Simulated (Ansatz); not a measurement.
## A computed series for GaN: response to strain

Base system: GaN in the wurtzite structure (space group P6_3mc, No. 186; a = 3.152 Å, c = 5.138 Å). Axes: x lies along a and z along c of the hexagonal cell.

Strains are applied to the cell and any free atomic positions relax.

Method: LDA (Ansatz, a first-principles code; PAW; 420 eV plane waves; scalar-relativistic without spin-orbit coupling).

Notes on the quantities. energy relative to the base: free energy F.

```json
[
 {"uniaxial strain ε_xx (%)": "-3", "energy relative to the base (meV/atom)": "11.9"},
 {"uniaxial strain ε_xx (%)": "-2.4", "energy relative to the base (meV/atom)": "7.5"},
 {"uniaxial strain ε_xx (%)": "-1.8", "energy relative to the base (meV/atom)": "?"},
 {"uniaxial strain ε_xx (%)": "-1.2", "energy relative to the base (meV/atom)": "1.9"},
 {"uniaxial strain ε_xx (%)": "-0.6", "energy relative to the base (meV/atom)": "0.5"},
 {"uniaxial strain ε_xx (%)": "0", "energy relative to the base (meV/atom)": "0.0"}
]
```

Task: Fit ΔE = Aε² + Bε³ (ε in %) to the rows shown and predict the withheld row.

Result: Least squares on the printed values gives A = 1.27 and B = -0.018 meV/atom (largest residual 0.0 meV/atom); this predicts 4.2 meV/atom, and the run gives 4.2 meV/atom, in agreement.

Stability against distortions was not tested.
